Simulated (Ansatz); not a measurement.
The reference is MgTe in the zinc blende structure (space group F-43m, No. 216; a = 6.439 Å). Axes: x, y, z lie along the cube axes.

Calculations: PBEsol/PAW in Ansatz (a quantum-chemistry and plane-wave program), without spin-orbit coupling.

Base values:

- Electron mass: 0.16 mₑ (at Γ)

Modification: biaxial strain −1.25 %, plane normal [111], relaxed out of plane (Cartesian); in-plane vectors clamped, the third vector and the atoms free.

Task: What does the calculation give for the ratio −ε⊥/ε∥ after the change?

Result: The ratio −ε⊥/ε∥ amounts to 0.85.

Task: Estimate the effect on the electron mass.

Result: The electron mass goes from 0.16 mₑ (at Γ) to 0.16 mₑ out of plane, 0.17 mₑ in plane (at Γ).

With Te present, leaving out spin-orbit coupling can change the band edges. The levels and masses belong to the bands next to the band gap. Masses are band curvatures over ±0.01 Å⁻¹ around the edge. Whether these cells are dynamically stable was not tested.
